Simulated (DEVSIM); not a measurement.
Structure: Ru/SiO2/n-GaAs capacitor, at 400 K.

| layer (left to right) | material | thickness (nm) | Nd (cm⁻³) |
|---|---|---|---|
| 1 | SiO2 | 1.00 | - |
| 2 | GaAs | 9200 | 2.4e14 |

Metal gate on the left, work function 4.7 eV. Fixed charge at the semiconductor interface -1.3e10 cm⁻² (in units of +e); interface traps 2e12 cm⁻² eV⁻¹, uniform in energy, neutral level at 0.3 of the gap above the valence band.

Constants are typed, rounded textbook-type inputs, not results; the design itself was drawn at random and stands for no fabricated device. Values at 300 K; Nc and Nv go as T^1.5, mobilities as T to minus their exponent, the gap by Varshni's rule with the affinity fixed.

```tsv
parameter	SiO2	GaAs
gap (eV)	9	1.424
affinity (eV)	0.9	4.07
permittivity	3.9	12.9
Nc (cm⁻³)	-	4.7e17
Nv (cm⁻³)	-	9e18
Varshni α (eV/K)	-	0.000541
Varshni β (K)	-	204
```

Simulated with DEVSIM: 1D Poisson equation in equilibrium, Boltzmann statistics, complete ionisation; no quantum confinement or tunnelling. Metal contacts follow the ideal Schottky-Mott rule: no Fermi-level pinning, no interface dipoles.

### Question
Tabulate band edges, carrier densities and field at -0.3 V on the gate.

### Answer
Energies count from the Fermi level of the right contact; mesh points crowd at the junctions.

```tsv
x (μm)	Ec (eV)	Ev (eV)	n (cm⁻³)	p (cm⁻³)	field (V/cm)
0.000	4.100	-4.900	< 1e2	< 1e2	15000
0.0005719	4.101	-4.899	< 1e2	< 1e2	15000
0.001361	0.931	-0.446	1300000	3.3e13	-6500
0.003158	0.930	-0.447	1400000	3.2e13	-6500
0.009012	0.926	-0.451	1500000	2.9e13	-6500
0.01984	0.919	-0.458	1900000	2.4e13	-6400
0.04345	0.904	-0.473	2900000	1.5e13	-6300
0.1245	0.854	-0.523	1.3e7	3.5e12	-6100
0.2717	0.769	-0.609	1.5e8	3.0e11	-5600
0.5927	0.608	-0.770	1.6e10	2.8e9	-4500
1.293	0.377	-1.000	1.3e13	3400000	-2100
3.573	0.276	-1.101	2.4e14	190000	≈ 0
6.435	0.276	-1.101	2.4e14	190000	≈ 0
7.933	0.276	-1.101	2.4e14	190000	≈ 0
8.758	0.276	-1.101	2.4e14	190000	≈ 0
8.999	0.276	-1.101	2.4e14	190000	≈ 0
9.109	0.276	-1.101	2.4e14	190000	≈ 0
9.159	0.276	-1.101	2.4e14	190000	≈ 0
9.187	0.276	-1.101	2.4e14	190000	≈ 0
9.195	0.276	-1.101	2.4e14	190000	≈ 0
9.199	0.276	-1.101	2.4e14	190000	≈ 0
9.201	0.276	-1.101	2.4e14	190000	≈ 0
```
